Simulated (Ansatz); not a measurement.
The parent structure is Ge in the diamond structure (space group Fd-3m, No. 227; a = 5.676 Å).

It is then changed as follows: a hydrostatic pressure of 0.3 GPa.

Levels (all Ansatz, an electronic-structure program, PAW): PBEsol (420 eV, no SOC); r2SCAN (500 eV, without spin-orbit coupling).

The geometry is relaxed with PBEsol.

| Quantity | Result |
|---|---|
| PBEsol band gap | zero |
| PBEsol pressure | 0.3 GPa |

Problem. How does going to r2SCAN change the band gap and pressure?

Solution. The band gap becomes 0.39 eV (PBEsol: zero); the pressure stays 0.3 GPa.

Single points use the geometry relaxed with PBEsol. Their cutoffs differ, which shifts pressures a little. Load acts through the strain it causes; cell and atoms are relaxed under it. Whether these cells are dynamically stable was not tested. A zero or small gap of Ge can be the functional's error rather than a property of the material.
